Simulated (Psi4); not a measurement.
Psi4 1.11, WB97X/def2-svp: Ge(Br)2(Et)(OH) (C[CH2][Ge]([OH])([Br])[Br]), 12 atoms. The geometry is a generated start, not checked to be a minimum at this level.

```yaml
task: energy
method: wb97x
basis: def2-svp
memory: 3 GB
maxiter: 100
keys_of_the_molecule_block: symmetry c1
scf_type: df (default)
e_convergence: 1e-06 (default)
d_convergence: 1e-06 (default)
dft_radial_points: 75 (default)
dft_spherical_points: 302 (default)
basis_functions: 168
grid_points: 254227
```

```xyz
12

C      1.6345    -0.4160     0.2052
C      0.5715     0.6456     0.4131
Ge    -1.1546     0.1771    -0.5478
O     -2.0723    -1.0830     0.2542
Br    -2.5760     2.0326    -0.7471
Br    -0.7774    -0.7751    -2.6081
H      1.2835    -1.3903     0.5421
H      1.9095    -0.4956    -0.8458
H      2.5272    -0.1596     0.7724
H      0.3199     0.7497     1.4689
H      0.9081     1.6147     0.0485
H     -2.5738    -0.9001     1.0444
```

With the defaults (diis = true, scf_initial_accelerator = adiis, damping_percentage = 0, guess = auto, which took SAD, soscf = false, diis_max_vecs = 10) it converges in 9 SCF iterations. One run each on 2 threads, with these changes:
- diis_max_vecs = 20
- diis_max_vecs = 6
- guess = sap
- diis = false, scf_initial_accelerator = none, damping_percentage = 60
- guess = gwh
- guess = huckel
- guess = modhuckel
- scf_initial_accelerator = none
- soscf = true

Which of these changes keep the SCF from converging, or lead it to another solution?

No convergence: diis = false, scf_initial_accelerator = none, damping_percentage = 60 (the run ends without SCF convergence in 100 iterations). The rest reach the solution of the defaults.

```csv
setting,SCF iterations,JK calls,end
soscf = true,6,17,same solution
the defaults,9,10,same solution
diis_max_vecs = 20,9,10,same solution
diis_max_vecs = 6,9,10,same solution
scf_initial_accelerator = none,9,10,same solution
guess = modhuckel,10,42,same solution
guess = huckel,10,42,same solution
guess = sap,12,12,same solution
guess = gwh,16,16,same solution
"diis = false, scf_initial_accelerator = none, damping_percentage = 60",100,101,no convergence
```

An SOSCF iteration holds several JK calls; a Hückel guess adds calls on atoms.
